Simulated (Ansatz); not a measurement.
The parent structure is Ag₂O (space group Pn-3m, No. 224; a = 4.707 Å).

Calculations: Kohn–Sham DFT with the PBEsol functional, run in Ansatz (a quantum-chemistry and plane-wave program) with PAW and 420 eV plane waves, no SOC.

For the base:

The shortest interatomic distance is 203.8 pm and the density is 7.38 g/cm³. The band gap is zero.

The change: cell and atoms relaxed at a pressure of 15 GPa.

Q: How does this affect the shortest interatomic distance, density, band gap and electron mass?

A: The shortest interatomic distance decreases by 8.26 pm to 195.6 pm; the density rises by 0.975 g/cm³, from 7.38 g/cm³ to 8.36 g/cm³; the band gap changes from zero to 0.24 eV; the electron mass comes out as 0.65 mₑ (at Γ).

Load acts through the strain it causes; cell and atoms are relaxed under it. Masses are band curvatures over ±0.01 Å⁻¹ around the edge. Whether these cells are dynamically stable was not tested. No other phases were tried under pressure. No Hubbard U is applied, and correlation can decide whether such a compound is a metal. All final runs are without spin polarisation. A zero or small gap of Ag2O can be the functional's error rather than a property of the material.
